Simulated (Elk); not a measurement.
Worked example: self-consistent single point of Zr (P6_3/mmc, 2 atoms in the cell) in Elk.

Level of theory: PBEsol, all-electron FP-LAPW, Elk's shipped species files, APW+lo basis with extra local orbitals in Elk.

```xyz
2
Lattice="3.2091 0.0000 0.0000 -1.6046 2.7792 0.0000 0.0000 0.0000 5.1241" Properties=species:S:1:pos:R:3 pbc="T T T"
Zr     0.0000     1.8528     1.2810
Zr     1.6046     0.9264     3.8431
```

Reference input (self-consistent single point, DFT, PBE, all-electron FP-LAPW, Elk's shipped species files, APW+lo basis with extra local orbitals): xctype = 20; rgkmax = 7.5; stype = 0; swidth = 0.00499791 Ha; ngridk = 16 16 9; tforce = true; gmaxvr = 18 1/bohr; lmaxapw = 10; lmaxo = 8; nxlo = 2; lorbcnd = true; lradstp = 2. This run's input differs from it in these lines:

```diff
@@ -4,3 +4,3 @@
 xctype
-  20
+  22
```

Output, abridged:

```
│ Self-consistent loop started │
│ Loop number : 1 │
 total energy                :     -7197.03453234
│ Loop number : 2 │
 total energy                :     -7197.07549176
RMS change in Kohn-Sham potential (target) :   0.6425653991E-01 (  0.1000000000E-05)
Absolute change in total energy (target)   :   0.4095942098E-01 (  0.1000000000E-03)
│ Loop number : 3 │
 total energy                :     -7197.05911784
RMS change in Kohn-Sham potential (target) :   0.6331935903E-01 (  0.1000000000E-05)
Absolute change in total energy (target)   :   0.6134072795E-02 (  0.1000000000E-03)
│ Loop number : 4 │
   [... lines left out ...]
Absolute change in total energy (target)   :   0.4885374049E-02 (  0.1000000000E-03)
│ Loop number : 11 │
 total energy                :     -7194.39274661
RMS change in Kohn-Sham potential (target) :   0.1603204121E-05 (  0.1000000000E-05)
Absolute change in total energy (target)   :   0.1008699479E-02 (  0.1000000000E-03)
│ Loop number : 12 │
 total energy                :     -7194.39295377
RMS change in Kohn-Sham potential (target) :   0.1819208080E-06 (  0.1000000000E-05)
Absolute change in total energy (target)   :   0.4501884632E-04 (  0.1000000000E-03)
Convergence targets achieved

│ Loop number : 13 │

Energies :
 Fermi                       :     0.345933324460
 total energy                :     -7194.39296420

Density of states at Fermi energy :    52.73362712
 (states/Hartree/unit cell)

Estimated indirect band gap :   0.3468624480E-03
 from k-point    144 to k-point    121
Estimated direct band gap   :   0.2535448370E-02
 at k-point    150

Charges :
 core                        :    56.00000000
 valence                     :    24.00000000
 interstitial                :    4.057663096
 muffin-tins (core leakage)
  species :    1 (Zr)
   atom    1                 :    37.97116845     (  0.2894863417E-05)
   atom    2                 :    37.97116845     (  0.2894863417E-05)
 total in muffin-tins        :    75.94233690
 total calculated charge     :    79.99987574
   [... lines left out ...]
   total force               :     0.00000000    0.00000000   -0.00000000
   total magnitude           :     0.00000000
  atom :    2
   Hellmann-Feynman          :     0.00000000   -0.00000000    0.00000000
   IBS                       :    -0.00000000    0.00000000    0.00000000
   total force               :    -0.00000000   -0.00000000    0.00000000
   total magnitude           :     0.00000000
```

The run converged in 13 iterations. The count includes the last loop, which Elk runs after its targets are met. 

The starting cell comes from a database of computed structures (which also holds hypothetical and non-ambient phases and stackings), without a prior relaxation at this level. Its lattice was rescaled by a random factor within 2.5 % of one. Values depend on the basis (sphere radii, cutoffs, local orbitals), which need not be converged. The log's line on a gap gives a spacing of levels on this mesh, which the program prints for metals too.

Cost on one core of a shared machine: roughly 90 s.
